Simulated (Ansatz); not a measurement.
A relaxation of cell and atoms of Tc (P6_3/mmc, 2 atoms in the cell) with Ansatz (a program for electronic structure).

Computed with PBEsol, default PAW files made with PBE (plane waves; Ansatz).

The change in words: atoms on their sites; basis.ecutwfc: 500 eV → 600 eV; relax: default → cell and atoms. Reference geometry:
```yaml
crystal:
  lattice:
    - [1.36315, -2.36104, 0.00000]
    - [1.36315, 2.36104, 0.00000]
    - [0.00000, 0.00000, 4.36805]
  atoms:
    - { symbol: Tc, position: [0.33333, 0.66667, 0.26145] }
    - { symbol: Tc, position: [0.66667, 0.33333, 0.75000] }
```

Reference input (self-consistent single point, DFT, PBEsol, plane waves, default PAW files made with PBE): basis.ecutwfc = 500 eV; kpoints.mp_grid.grid = 14 14 8; hamiltonian.xc = pbesol; hamiltonian.pseudopotentials = {kind: paw} (the program's default PAW files); scf.occupations.method = gaussian; scf.occupations.width = 0.1 eV. This run's input differs from it in these lines:

Ansatz 0.2 input:
```diff
@@ -6,6 +6,6 @@
   atoms:
-    - { symbol: Tc, position_ang: [1.36315000, 0.78701657, 1.14201357] }
-    - { symbol: Tc, position_ang: [1.36315000, -0.78701657, 3.27603750] }
+    - { symbol: Tc, position_ang: [1.36315000, 0.78701502, 1.09201250] }
+    - { symbol: Tc, position_ang: [1.36315000, -0.78701502, 3.27603750] }
 basis:
-  ecutwfc: 500.0
+  ecutwfc: 600.0
 kpoints:
@@ -17,2 +17,4 @@
   occupations: { method: gaussian, width: 0.1 }
+relax:
+  cell: {}
 output:
```

The program printed (abridged):

```
   [... SCF lines of the steps left out ...]
relax step   1: F+E_penalty+E_count = -10675.37793430 eV  Δ(F+E_penalty+E_count) = +0.000e0 eV  max|allowed force component| = 6.939e-18 eV/Å  Δτ_max = 0.0000 Å  P = -1.357 GPa  Ω = 28.117 Å³  (6 SCF iters, dr2 threshold 1.00e-7 eV, accepted)
relax step   2: F+E_penalty+E_count = -10675.37747563 eV  Δ(F+E_penalty+E_count) = +4.587e-4 eV  max|allowed force component| = 1.850e-17 eV/Å  Δτ_max = 0.0000 Å  P = +1.946 GPa  Ω = 27.835 Å³  energy of the carried Pulay correction = +1.127e-5 eV  [...]
   [... lines left out ...]
relax step   4: F+E_penalty+E_count = -10675.37846146 eV  Δ(F+E_penalty+E_count) = -7.235e-7 eV  max|allowed force component| = 2.544e-17 eV/Å  Δτ_max = 0.0000 Å  P = +0.003 GPa  Ω = 27.999 Å³  energy of the carried Pulay correction = +4.722e-6 eV  [...]
relax step   5: F+E_penalty+E_count = -10675.37845692 eV  Δ(F+E_penalty+E_count) = +4.542e-6 eV  max|allowed force component| = 2.186e-17 eV/Å  Δτ_max = 0.0000 Å  P = +0.002 GPa  Ω = 27.999 Å³  stress off target by 9.88e-3 GPa  SCF on the basis [...]
basis re-selected at this cell: Δ(F+E_penalty+E_count) = +4.542e-6 eV, ΔP = -0.000 GPa vs the last step
the relaxation is at rest under the 24 symmetry operations that the run kept from its start: a minimum is not shown …
Stability not checked: this state was not tested for a lower state beside it, because too few of the mixer's solves of this state at the end of the SCF gave a …
Free energy (F): -10675.378457 eV
Internal energy: -10675.367865 eV  (E = F + TS)
   [... lines left out ...]
Fermi energy:    22.775952 eV
   [... lines left out ...]
  cell:  # Å, volume = 27.9990 Å³
    - [1.3616921147249077, -2.358519926969449, -1.3114325521211679e-33]
    - [1.3616921147249077, 2.358519926969449, 1.0812012565376103e-33]
    - [-3.6887423361254363e-34, 2.2132454016752618e-33, 4.3590743160237935]
  atoms:
    - { symbol: Tc, position: [0.3333333333333334, 0.6666666666666667, 0.25] }
    - { symbol: Tc, position: [0.6666666666666667, 0.3333333333333334, 0.75] }
```

The run converged.  The full log also holds: “iter 4 did not close the SCF: its close was put off for the readings that it lacked (scf_convergence_deferred on its scf_iter line)”. The full log also holds: “iter 5 did not close the SCF: its close was put off for the readings that it lacked (scf_convergence_deferred on its scf_iter line)”.

Summary of the result:
| Quantity | Result |
|---|---|
| Free energy E − TS (on the zero of these files) | -10675.3785 eV |
| Fermi level (on the code's own zero) | 22.78 eV |
| Pressure | 0.00 GPa |
| Final cell | a = b = 2.723 Å, c = 4.359 Å, α = β = 90.00°, γ = 120.00° |
| Final volume per atom | 14.00 Å³ |
| Relaxation steps | 5 |

The starting cell has typed, rounded lattice constants, without a prior relaxation at this level. Its lattice was rescaled by up to half a per cent. Spin polarisation is off. The relaxation keeps the symmetry of its start, so its end need not be a minimum. Ansatz's pressure includes its estimate of the finite-basis (Pulay) stress.
